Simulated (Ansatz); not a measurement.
The parent structure is GaSb in the zinc blende structure (space group F-43m, No. 216; a = 6.214 Å).

(Cell as relaxed with PBE.)

Levels (all Ansatz, an electronic-structure program, PAW, earlier PAW set): PBE (420 eV, no spin-orbit coupling); r2SCAN (500 eV, no spin-orbit coupling).

Each level relaxes its own structure.

```csv
base,PBE,r2SCAN
volume per atom,29.99 Å³,28.84 Å³
lattice parameter a,6.214 Å,6.134 Å
band gap,zero,0.41 eV
```

It is then changed as follows: cell and atoms relaxed at a pressure of 5 GPa.

```csv
quantity,PBE,r2SCAN
shortest interatomic distance,2.611 Å,(withheld)
band gap,0.35 eV,(withheld)
```

Problem. Predict the r2SCAN column.

Solution. 
- shortest interatomic distance, r2SCAN: 2.588 Å
- band gap, r2SCAN: 0.87 eV

PBE's shortest interatomic distance lies 0.0236 Å above r2SCAN's (0.9 %); PBE's band gap lies 0.52 eV below r2SCAN's. Neither level is exact; r2SCAN is the comparison here, not a measurement.

Spin-orbit coupling, missing from the scalar runs, can matter with Sb. Load acts through the strain it causes; cell and atoms are relaxed under it. Stability against distortions was not tested. Tetrahedral semiconductors of this kind turn to denser phases somewhere between about 1 and 50 GPa; those were not computed, so compressed cells here can lie past the real transition. All final runs are without spin polarisation. A zero or small gap of GaSb can be the functional's error rather than a property of the material.
